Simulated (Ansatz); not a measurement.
**Lattice parameter a of PbS (Fm-3m, No. 225; start mp-1078500) at several levels of theory**

No measured value is used here.

Problem. Put these levels in order of the lattice parameter a that they give for PbS (Fm-3m, No. 225; start mp-1078500), smallest first: PBE (Ansatz, a quantum-chemistry and plane-wave program), r²SCAN (Ansatz), r²SCAN+rVV10 (Ansatz).

Solution. r²SCAN+rVV10 (5.942 Å), r²SCAN (5.975 Å), PBE (6.009 Å)

Density-functional levels without +SOC have no spin–orbit coupling. r²SCAN, PBE, r²SCAN+rVV10: the relaxation could not lower the start's symmetry, so the cell can be a saddle point above a distorted one. Cutoffs differ between the levels. Ansatz's density-functional and Hartree–Fock values are scalar-relativistic unless marked +SOC, with PAW data made under PBE.

A start named mp-… is a Materials Project structure, which can be a computed phase never made.
